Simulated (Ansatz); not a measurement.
## PbTe: response to strain

Start from PbTe in the rock salt structure (space group Fm-3m, No. 225; a = 6.3796 Å). Axes: x, y, z lie along the cube axes.

Strains are applied to the cell and any free atomic positions relax.

Level of theory: LDA (Ansatz, a first-principles code), spin-orbit coupling left out.

Notes on the quantities. energy relative to the base: free energy F; pressure: mean of the normal stresses, compression positive.

```csv
variant,smallest direct gap,energy relative to the base,band gap,pressure
base,0.57 eV,0 meV/atom,0.57 eV,0.00 GPa
tensor shear ε_xy = +1.43 %,0.55 eV,+1.3 meV/atom,0.41 eV,0.00 GPa
tensor shear ε_xy = +1.14 %,0.56 eV,+0.8 meV/atom,0.45 eV,0.00 GPa
tensor shear ε_xy = +1.71 %,0.54 eV,+1.9 meV/atom,0.38 eV,0.00 GPa
tensor shear ε_xy = +0.29 %,0.57 eV,+0.1 meV/atom,0.54 eV,0.00 GPa
tensor shear ε_xy = +0.86 %,0.56 eV,?,?,0.00 GPa
tensor shear ε_xy = +2.00 %,0.54 eV,+2.6 meV/atom,0.35 eV,0.01 GPa
tensor shear ε_xy = +0.57 %,0.57 eV,+0.2 meV/atom,0.51 eV,0.00 GPa
```

What belongs in the blanks?


- tensor shear ε_xy = +0.86 %, energy relative to the base: +0.5 meV/atom
- tensor shear ε_xy = +0.86 %, band gap: 0.48 eV

With Pb and Te present, leaving out spin-orbit coupling can change the band edges. Stability against distortions was not tested.
